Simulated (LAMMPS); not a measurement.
Quenches at 1e+14 K/s across the composition of Al (fcc) with a share x of Al sites Cu; each row starts from its own melt temperature.

Model: classical MD, pair style eam/alloy, file AlCu.eam.alloy; code LAMMPS.

```json
[
 {"x": "0.1", "density": "3.02 g/cm³ (one sample)", "state": "glass"},
 {"x": "0.25", "density": "3.79 g/cm³ (one sample)", "state": "glass"},
 {"x": "0.5", "density": "5.21 g/cm³ (one sample)", "state": "glass"},
 {"x": "0.75", "density": "6.80 g/cm³ (one sample)", "state": "glass"},
 {"x": "0.9", "density": "7.84 g/cm³ (one sample)", "state": "glass"}
]
```
